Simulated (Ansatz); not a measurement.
Consider Al in the fcc (Cu type) structure (space group Fm-3m, No. 225; a = 3.9937 Å; relaxed with 0.1 eV smearing). Axes: x, y, z lie along the cube axes.

The values are results of DFT with r2SCAN, PAW potentials and a 500 eV plane-wave cutoff in Ansatz (a program for electronic structure), scalar-relativistic without spin-orbit coupling, not measurements.

Strains are applied to the cell and any free atomic positions relax; under biaxial strain the out-of-plane vector relaxes too.

One change was made to it. Results:

The pressure (mean of the normal stresses, compression positive) goes from zero to -1.3 GPa; the energy goes up by 2.8 meV/atom.

**Question.** Which change produced these results?
A. biaxial strain +3.00 %, plane normal [001], relaxed out of plane
B. biaxial strain +1.50 %, plane normal [001], relaxed out of plane
C. biaxial strain +1.00 %, plane normal [001], relaxed out of plane

**Answer.** B, biaxial strain +1.50 %, plane normal [001], relaxed out of plane. For comparison, the energy relative to the base in the other runs: biaxial strain +3.00 %, plane normal [001], relaxed out of plane gives +11 meV/atom; biaxial strain +1.00 %, plane normal [001], relaxed out of plane gives +1.2 meV/atom.

Whether these cells are dynamically stable was not tested.
